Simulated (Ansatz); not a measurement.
The reference is AlN in the zinc blende structure (space group F-43m, No. 216).

```cif
data_Al4N4
_chemical_formula_sum 'N4 Al4'
_space_group_name_H-M_alt 'F-43m'
_space_group_IT_number 216
_space_group_name_Hall 'F -4 2 3'
_cell_length_a 4.37770
_cell_length_b 4.37770
_cell_length_c 4.37770
_cell_angle_alpha 90.000
_cell_angle_beta 90.000
_cell_angle_gamma 90.000
loop_
_atom_site_label
_atom_site_type_symbol
_atom_site_symmetry_multiplicity
_atom_site_Wyckoff_symbol
_atom_site_fract_x
_atom_site_fract_y
_atom_site_fract_z
_atom_site_occupancy
N1 N 4 c 0.25000 0.25000 0.25000 1
Al1 Al 4 a 0.00000 0.00000 0.00000 1
```
(The calculation used a cell of 2 atoms; values per cell refer to that cell.)

Computed with Ansatz (an electronic-structure program), PBEsol, PAW, cutoff 420 eV, no spin-orbit coupling.

Base values:

The band gap is 3.19 eV and the smallest direct gap is 4.06 eV. The width of the top valence band is 2.72 eV.

Now apply this change: the cell is scaled by 0.9883 in all directions, atoms relaxed at fixed cell.

Question: What does the calculation give for the band gap after the change?

Answer: The band gap goes up by 0.02 eV, from 3.19 eV to 3.21 eV.

Question: What does the calculation give for the smallest direct gap after the change?

Answer: The smallest direct gap increases by 0.31 eV (4.06 eV → 4.37 eV).

Question: What does the calculation give for the energy relative to the base after the change?

Answer: The energy increases by 8.4 meV/atom.

Question: What happens to the width of the top valence band?

Answer: The width of the top valence band rises by 0.078 eV (2.72 eV → 2.79 eV).

The cells carry an imposed strain or load. No phonon test of stability was made. This is not the structure that AlN has at room temperature and ambient pressure.
